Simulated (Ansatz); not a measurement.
**W: response to strain**

The parent structure is W in the bcc (W type) structure (space group Im-3m, No. 229; a = 3.169 Å; relaxed with 0.1 eV smearing). Axes: x, y, z lie along the cube axes.

Strains are applied to the cell and any free atomic positions relax.

The values are results of DFT with r2SCAN, PAW potentials and a 500 eV plane-wave cutoff in Ansatz (an electronic-structure program), no spin-orbit coupling, not measurements.

Notes on the quantities. energy relative to the base: free energy F.

| uniaxial strain ε_zz (%) | energy relative to the base (meV/atom) |
|---|---|
| -3 | 26.2 |
| -2.5 | 18.0 |
| -2 | 11.4 |
| -1.5 | ? |
| -1 | 2.8 |
| -0.5 | 0.7 |
| 0 | 0.0 |

Question: Fit ΔE = Aε² + Bε³ (ε in %) to the rows shown and predict the withheld row.

Answer: Least squares on the printed values gives A = 2.73 and B = -0.060 meV/atom (largest residual 0.0 meV/atom); this predicts 6.3 meV/atom, and the run gives 6.3 meV/atom, in agreement.

Stability against distortions was not tested. The final runs are not spin-polarised.
